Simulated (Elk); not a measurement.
# Worked example: self-consistent single point of Si₂Ni (Fm-3m, 3 atoms in the cell) in Elk

Method of the run: LDA (PW92), all-electron FP-LAPW, Elk's shipped species files, APW+lo basis with extra local orbitals (Elk).

Input:

```
tasks
  0

tforce
  .true.

rgkmax
  7.5

gmaxvr
  18.0

lmaxapw
  10

lmaxo
  8

nxlo
  2

lorbcnd
  .true.

lradstp
  2

nrmtscf
  2.0

rmtscf
  0.92

lmaxi
  4

stype
  0

swidth
  0.00367493

maxscl
  100

avec
    0.0000000000    5.1895847807    5.1895847807
    5.1895847807    0.0000000000    5.1895847807
    5.1895847807    5.1895847807    0.0000000000

atoms
  2
  'Si.in'
  2
  0.2500000000  0.2500000000  0.2500000000    0.0 0.0 0.0
  0.7500000000  0.7500000000  0.7500000000    0.0 0.0 0.0
  'Ni.in'
  1
  0.0000000000  0.0000000000  0.0000000000    0.0 0.0 0.0

ngridk
  10 10 10
```

Output (repeated stretches shortened):

```
│ Elk code version 10.2.4 │

All units are atomic (Hartree, Bohr, etc.)

│ Ground-state run starting from atomic densities │

Lattice vectors :
   0.000000000       5.189584781       5.189584781
   5.189584781       0.000000000       5.189584781
   5.189584781       5.189584781       0.000000000

Unit cell volume      :    279.5296170
Brillouin zone volume :   0.8873843712

Muffin-tin inner radius fraction :   0.1000000000E-01

Nuclei treated as point charges

Species :    1 (Si)
 parameters loaded from : Si.in
 name : silicon
 nuclear charge    :   -14.00000000
 electronic charge :    14.00000000
 atomic mass :    51196.73454
 muffin-tin radius :    2.024000000
 number of radial points in muffin-tin :    799
 atomic positions (lattice), magnetic fields (Cartesian) :
   1 :   0.25000000  0.25000000  0.25000000    0.00000000  0.00000000  0.00000000
   2 :  -0.25000000 -0.25000000 -0.25000000    0.00000000  0.00000000  0.00000000

Species :    2 (Ni)
 parameters loaded from : Ni.in
 name : nickel
 nuclear charge    :   -28.00000000
 electronic charge :    28.00000000
 atomic mass :    106991.5230
 muffin-tin radius :    2.208000000
 number of radial points in muffin-tin :    999
 atomic positions (lattice), magnetic fields (Cartesian) :
   1 :   0.00000000  0.00000000  0.00000000    0.00000000  0.00000000  0.00000000

Total number of atoms per unit cell :    3

Spin treatment :
 spin-unpolarised

Number of Bravais lattice symmetries :   48
Number of crystal symmetries         :   48
Crystal has inversion symmetry
Real symmetric eigensolver will be used

k-point grid :     10    10    10
k-point offset :    0.000000000       0.000000000       0.000000000
k-point set is reduced with full crystal symmetry group
Total number of k-points :       47

Muffin-tin radius times maximum |G+k| :    7.500000000
 using average radius
Maximum |G+k| for APW functions       :    3.596547315
   [... lines left out ...]
 potential will be trimmed for |G| > 2 gkmax
Constant for pseudocharge density :   10
Radial integration step length :    2

G-vector grid sizes :     45    45    45
Number of G-vectors :    27581

Maximum angular momentum used for
 APW functions                      :   10
 outer part of muffin-tin           :    8
 inner part of muffin-tin           :    4

Total nuclear charge    :   -56.00000000
Total core charge       :    32.00000000
Total valence charge    :    24.00000000
Total excess charge     :    0.000000000
Total electronic charge :    56.00000000

Effective Wigner radius, rₛ :    1.060190067

Number of empty states         :   12
Total number of valence states :   24
Total number of core states    :   32

Conduction state local-orbitals added automatically
Total number of local-orbitals :  308

Exchange-correlation functional :      3     0     0
 Perdew-Wang/Ceperley-Alder, Phys. Rev. B 45, 13244 (1992)
 gradient requirement :    0
 local density approximation (LDA)

Smearing type :    0
 Gaussian
Smearing width :   0.3674930000E-02
Effective electronic temperature (K) :    1160.451112

Mixing type :    3
 Broyden mixing, J. Phys. A: Math. Gen. 17, L317 (1984)

Kohn-Sham potential initialised from atomic data
│ Self-consistent loop started │
│ Loop number : 1 │
 total energy                :     -2112.22816908
│ Loop number : 2 │
 total energy                :     -2111.38940728
RMS change in Kohn-Sham potential (target) :   0.2106467721     (  0.1000000000E-05)
Absolute change in total energy (target)   :   0.8387617984     (  0.1000000000E-03)
│ Loop number : 3 │
 total energy                :     -2104.92648986
RMS change in Kohn-Sham potential (target) :   0.1075206616     (  0.1000000000E-05)
Absolute change in total energy (target)   :    6.672607866     (  0.1000000000E-03)
│ Loop number : 4 │
 total energy                :     -2101.48936000
RMS change in Kohn-Sham potential (target) :   0.6035248621E-01 (  0.1000000000E-05)
Absolute change in total energy (target)   :    5.105281825     (  0.1000000000E-03)
│ Loop number : 5 │
 total energy                :     -2100.16896480
RMS change in Kohn-Sham potential (target) :   0.4758349865E-01 (  0.1000000000E-05)
Absolute change in total energy (target)   :    2.596715657     (  0.1000000000E-03)
   [... lines left out ...]
Absolute change in total energy (target)   :   0.2156007518E-01 (  0.1000000000E-03)
│ Loop number : 11 │
 total energy                :     -2096.52605936
RMS change in Kohn-Sham potential (target) :   0.4125611477E-04 (  0.1000000000E-05)
Absolute change in total energy (target)   :   0.1548156572E-02 (  0.1000000000E-03)
│ Loop number : 12 │
 total energy                :     -2096.52690408
RMS change in Kohn-Sham potential (target) :   0.8027018518E-05 (  0.1000000000E-05)
Absolute change in total energy (target)   :   0.4576809788E-03 (  0.1000000000E-03)
│ Loop number : 13 │
 total energy                :     -2096.52663335
RMS change in Kohn-Sham potential (target) :   0.2802698567E-05 (  0.1000000000E-05)
Absolute change in total energy (target)   :   0.1563122328E-03 (  0.1000000000E-03)
│ Loop number : 14 │
 total energy                :     -2096.52661271
RMS change in Kohn-Sham potential (target) :   0.7708404566E-06 (  0.1000000000E-05)
Absolute change in total energy (target)   :   0.5971392602E-04 (  0.1000000000E-03)
Convergence targets achieved

│ Loop number : 15 │

Energies :
 Fermi                       :     0.337826078275
 sum of eigenvalues          :     -1184.18579321
 electron kinetic            :      2120.83829866
 core electron kinetic       :      1950.84347626
 Coulomb                     :     -4116.49457437
 Coulomb potential           :     -3171.59040158
 nuclear-nuclear             :     -284.336334319
 electron-nuclear            :     -4492.72607853
 Hartree                     :      660.567838473
 Madelung                    :     -2530.69937358
 xc potential                :     -133.433690282
 exchange                    :     -96.2620786615
 correlation                 :     -4.60830016161
 total energy                :     -2096.52665454

Density of states at Fermi energy :    31.56642278
 (states/Hartree/unit cell)

Estimated indirect band gap :   0.9203817494E-03
 from k-point     32 to k-point     44
Estimated direct band gap   :   0.2118917410E-01
 at k-point     32

Charges :
 core                        :    32.00000000
 valence                     :    24.00000000
 interstitial                :    5.291118133
 muffin-tins (core leakage)
  species :    1 (Si)
   atom    1                 :    11.76640682     (  0.3308951045E-02)
   atom    2                 :    11.76640682     (  0.3308951045E-02)
  species :    2 (Ni)
   atom    1                 :    27.17606823     (  0.8223854887E-03)
 total in muffin-tins        :    50.70888187
 total calculated charge     :    55.99252929
 total charge                :    56.00000000
 error                       :   0.7470706758E-02

│ Self-consistent loop stopped │

Forces :
 species :    1 (Si)
  atom :    1
   Hellmann-Feynman          :    -0.00000000    0.00000000    0.00000000
   IBS                       :     0.00000000   -0.00000000    0.00000000
   total force               :     0.00000000   -0.00000000    0.00000000
   total magnitude           :     0.00000000
  atom :    2
   Hellmann-Feynman          :     0.00000000    0.00000000    0.00000000
   IBS                       :    -0.00000000   -0.00000000   -0.00000000
   total force               :    -0.00000000    0.00000000   -0.00000000
   total magnitude           :     0.00000000
 species :    2 (Ni)
  atom :    1
   Hellmann-Feynman          :     0.00000000   -0.00000000    0.00000000
   IBS                       :    -0.00000000    0.00000000   -0.00000000
   total force               :    -0.00000000    0.00000000   -0.00000000
   total magnitude           :     0.00000000
```

The run converged in 15 iterations. The count includes the last loop, which Elk runs after its targets are met.

The starting cell comes from a database of computed structures (which also holds hypothetical and non-ambient phases and stackings), without a prior relaxation at this level. Its lattice was rescaled by a random factor within 2.5 % of one. Spin polarisation is off. Values depend on the basis (sphere radii, cutoffs, local orbitals), which need not be converged. The log's line on a gap gives a spacing of levels on this mesh, which the program prints for metals too.

Cost on one core of a shared machine: roughly 2 min.
